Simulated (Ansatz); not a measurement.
Start from InP in the zinc blende structure (space group F-43m, No. 216; a = 5.827 Å). Axes: x, y, z lie along the cube axes.

Level of theory: LDA/PAW in Ansatz (a quantum-chemistry and plane-wave program), no SOC.

Before the change:

| Quantity | Value |
|---|---|
| Band gap | 0.58 eV |
| Shortest interatomic distance | 2.523 Å |

One thing is altered: uniaxial strain ε_zz = −1.00 %, all other strain components held at zero; the atoms relax in the strained cell.

Predict the new band gap.

The band gap rises by 0.02 eV to 0.60 eV.

What happens to the shortest interatomic distance?

The shortest interatomic distance falls by 0.008 Å to 2.515 Å.

Whether these cells are dynamically stable was not tested.
